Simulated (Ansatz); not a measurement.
Data:

```yaml
crystal:
  lattice:
    - [0.00000, 2.81658, 2.81658]
    - [2.81658, 0.00000, 2.81658]
    - [2.81658, 2.81658, 0.00000]
  atoms:
    - { symbol: Ca, position: [0.00000, 0.00000, 0.00000] }
    - { symbol: S, position: [0.50000, 0.50000, 0.50000] }
```

Level of theory: PBEsol, rigid bands (plane waves, PAW, scalar-relativistic; Ansatz, a quantum-chemistry and plane-wave program). Geometry: cell and atoms relaxed with PBEsol.

**Question.** What conductivity effective mass do dilute holes have at 300 K?

**Answer.** 0.80 mₑ.

**Question.** Predict the electron conductivity mass (n e² τ/σ) at 300 K, by direction if it differs.

**Answer.** 0.41 mₑ.

**Question.** And the band gap?

**Answer.** 2.16 eV at this level; semilocal functionals usually fall short of the measured gap.

Rigid bands, one relaxation time for all states, no polarons. Spin-orbit coupling is left out; where it splits the top of the valence band it changes the hole mass and lowers the gap by about a third of the splitting.
